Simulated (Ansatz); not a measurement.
The starting structures come from a database of crystals and need not be the phases stable at ambient conditions.

Crystal: Cd(RhO₂)₂ (Fd-3m, spinel, not sure to be the ambient phase, 14 atoms a cell, 12.2 Å³ an atom); planes in its conventional cell.

Calculation: r2SCAN (plane waves, PAW; Ansatz, a program for electronic structure).

No gap correction and no spin-orbit coupling; mid-gap values are interpolated between computed energies.

```csv
plane,area of the cell (Å²),mid-gap κ (1/Å),largest κ in the gap (1/Å)
(111),33.6,0.26,0.27
(001),38.8,(withheld),(withheld)
```

### Question
The slowest decay depends on the direction. Supply the withheld values.

### Answer

- (001), mid-gap κ (1/Å): 0.21
- (001), largest κ in the gap (1/Å): 0.22
